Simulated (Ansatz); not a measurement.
## A constructed model of the (110) surface of bcc Nb, a cell of two sites (a+b, b-a) surface alloy, Au on one Nb site of the top plane (bottom of the slab: a bare face, its two planes held)

The numbers are results of PBE (plane waves to 420 eV, PAW; Ansatz, a quantum-chemistry and plane-wave program), not measurements.

Slab: 12 atoms, 11.6 Å thick at the start; k 11x8x1, smearing 0.1 eV, dipole-corrected; 4 atoms held, the rest relaxed; symmetry of the start imposed; no spin, no spin-orbit, no U. It is one candidate, not shown to be the stable structure of the face.

The work function of the top face comes out as 4.24 eV, the energy released by relaxation is 0.054 eV and the cost comes out as about 16 core-minutes (a rough figure).
